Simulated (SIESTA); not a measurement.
A self-consistent single point of MnSi (P2_13, 8 atoms in the cell) with SIESTA.

Level of theory: SIESTA with GGA PBE, numerical atomic orbitals TZP, PseudoDojo PBE standard norm-conserving potentials (rewritten from UPF to PSML).

The change in words: lattice scaled by 0.98. Reference geometry:
```xyz
8
Lattice="4.3721 0.0000 0.0000 0.0000 4.3721 0.0000 0.0000 0.0000 4.3721" Properties=species:S:1:pos:R:3 pbc="T T T"
Mn     1.5894     0.5966     3.7755
Mn     0.5966     3.7755     1.5894
Mn     3.7755     1.5894     0.5966
Mn     2.7827     2.7827     2.7827
Si     2.8603     3.6979     0.6743
Si     3.6979     0.6743     2.8603
Si     0.6743     2.8603     3.6979
Si     1.5118     1.5118     1.5118
```
Moments meant for the start (each program seeds them in its own way; μB, in the order of the atoms Mn Mn Mn Mn Si Si Si Si): 4.0 4.0 4.0 4.0 0.0 0.0 0.0 0.0.

Reference input (self-consistent single point, DFT, GGA PBE, numerical atomic orbitals TZP, PseudoDojo PBE standard norm-conserving potentials (rewritten from UPF to PSML)): XC.functional = GGA; XC.authors = PBE; potentials = PseudoDojo PBE standard; PAO.BasisSize = TZP; PAO.EnergyShift = 0.01 Ry; MeshCutoff = 300 Ry; kgrid.MonkhorstPack = 5 5 5; OccupationFunction = FD; ElectronicTemperature = 136 meV; Spin = polarized; DM.InitSpin = [1 +4.00, 2 +4.00, 3 +4.00, 4 +4.00, 5 +0.00, 6 +0.00, 7 +0.00, 8 +0.00]; MaxSCFIterations = 150. This run's input differs from it in these lines:

```diff
@@ -12,5 +12,5 @@
 %block LatticeVectors
-     8.262154737    0.000000000    0.000000000
-     0.000000000    8.262154737    0.000000000
-     0.000000000    0.000000000    8.262154737
+     8.096911416    0.000000000    0.000000000
+     0.000000000    8.096911416    0.000000000
+     0.000000000    0.000000000    8.096911416
 %endblock LatticeVectors
@@ -18,10 +18,10 @@
 %block AtomicCoordinatesAndAtomicSpecies
-     1.589449230    0.596622770    3.775521230  1
-     0.596622770    3.775521230    1.589449230  1
-     3.775521230    1.589449230    0.596622770  1
-     2.782694770    2.782694770    2.782694770  1
-     2.860344048    3.697871952    0.674272048  2
-     3.697871952    0.674272048    2.860344048  2
-     0.674272048    2.860344048    3.697871952  2
-     1.511799952    1.511799952    1.511799952  2
+     1.557660202    0.584690298    3.700010702  1
+     0.584690298    3.700010702    1.557660202  1
+     3.700010702    1.557660202    0.584690298  1
+     2.727040798    2.727040798    2.727040798  1
+     2.803137088    3.623914412    0.660786588  2
+     3.623914412    0.660786588    2.803137088  2
+     0.660786588    2.803137088    3.623914412  2
+     1.481563912    1.481563912    1.481563912  2
 %endblock AtomicCoordinatesAndAtomicSpecies
```

The program printed (abridged):

```
        iscf     Eharris(eV)        E_KS(eV)     FreeEng(eV)     dDmax    Ef(eV) dHmax(eV)
   scf:    1   -12128.695718   -12279.533058   -12279.775067  0.716575 -2.923026 19.162115
     spin moment: {S} , |S| = {        0.0        0.0    7.02249 }     7.02249
   scf:    2   -12320.571470   -12302.846474   -12303.039630  0.081968 -3.876583 10.839844
     spin moment: {S} , |S| = {        0.0        0.0    7.53831 }     7.53831
   scf:    3   -12314.392405   -12312.492408   -12312.685028  0.088455 -5.042381  0.961980
     spin moment: {S} , |S| = {        0.0        0.0    7.65144 }     7.65144
   [... lines left out ...]
     spin moment: {S} , |S| = {        0.0        0.0    2.04956 }     2.04956
   scf:   28   -12313.928389   -12313.929027   -12314.323000  0.000375 -5.401080  0.000683
     spin moment: {S} , |S| = {        0.0        0.0    2.03875 }     2.03875
   scf:   29   -12313.928639   -12313.928832   -12314.323000  0.000109 -5.401170  0.000575
     spin moment: {S} , |S| = {        0.0        0.0    2.03555 }     2.03555
   scf:   30   -12313.928731   -12313.928782   -12314.323000  0.000031 -5.401203  0.000530
     spin moment: {S} , |S| = {        0.0        0.0    2.03474 }     2.03474
SCF Convergence by DM+H criterion
max |DM_out - DM_in|         :     0.0000313188
max |H_out - H_in|      (eV) :     0.0005304269
SCF cycle converged after 30 iterations

Using DM_out to compute the final energy and forces

siesta: E_KS(eV) =           -12313.9288

siesta: E_KS - E_eggbox =    -12313.9288

siesta: Atomic forces (eV/Ang):
     1   -0.504419    0.504420   -0.504427
     2    0.504423   -0.504426   -0.504418
     3   -0.504425   -0.504418    0.504423
     4    0.504422    0.504424    0.504422
     5    0.005160   -0.005170    0.005163
     6   -0.005168    0.005158    0.005159
     7    0.005162    0.005164   -0.005171
     8   -0.005155   -0.005153   -0.005152
   Tot   -0.000000   -0.000000    0.000000
   Max    0.504427
   Res    0.356699    sqrt( Sum f_i^2 / 3N )
   Max    0.504427    constrained

   [... lines left out ...]
siesta: FreeEng =    -12314.323000
siesta: Cell volume =         78.661380 Ang**3
siesta:         448.12371671        468.28955238  kBar
   [... lines left out ...]
     1     0.663957   14.336043    0.566269  Mn
     2     0.663959   14.336041    0.566269  Mn
     3     0.663955   14.336045    0.566269  Mn
     4     0.663968   14.336032    0.566269  Mn
     5    -0.663960    4.663960   -0.057584  Si
     6    -0.663960    4.663960   -0.057584  Si
     7    -0.663960    4.663960   -0.057584  Si
     8    -0.663960    4.663960   -0.057584  Si
 Total    -0.000000                2.034739
```

The run converged in 30 iterations. Against the reference run the free energy goes up by 130 meV/atom, the pressure goes from 24.02 to 44.81 GPa, the largest force goes from 0.526 to 0.874 eV/Å and the size of the net moment goes from 0.37 to 0.25 μB/atom.

The starting cell comes from a database of computed structures (which also holds hypothetical and non-ambient phases and stackings), without a prior relaxation at this level. Its lattice was rescaled by a random factor within 2.5 % of one. For this run, on top of that: lattice scaled by 0.98. The moments shrank to a small part of their start, a low-spin state that need not be the lowest. Values carry the incompleteness of an atom-centred basis. With a pressure of about 45 GPa the cell is away from its equilibrium volume at this level.

Cost on one core of a shared machine: roughly 10 min.
